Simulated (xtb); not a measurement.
xtb 6.7.1, GFN2-xTB: Cc1csc(-c2c3ccccc3c(-c3ccccc3)c3ccccc23)c1, 44 atoms. The geometry is a generated start, not checked to be a minimum at this level.

* **method**: GFN2-xTB
* **--acc**: 1 (default)
* **--etemp (K)**: 300 (default)
* **detailed input (--input)**: none: ANC optimiser, Lindh (1995) Hessian, microcycle=20, maxdispl=1.0, hlow=0.01 (default)
* **basis functions**: 128
* **valence electrons**: 124

The structure is relaxed from this start with --opt LEVEL for the levels crude, sloppy, loose, lax, normal, tight, vtight, extreme, once each. Up to the end of the extreme run atoms move by at most 0.61 Å along an axis.

### Question
Which level is enough to come within 1 meV of the tightest end point?

### Answer
tight: 68 cycles against 94, ending 0.37 meV above.

```tsv
level	cycles	energy above the extreme run (meV)	gradient norm (eV/Å)
crude	4	17	0.27
sloppy	5	15	0.073
loose	6	15	0.050
lax	6	15	0.050
normal	21	9.5	0.034
tight	68	0.37	0.0043
vtight	94	under 0.01	0.0017
extreme	94	—	0.0017
```
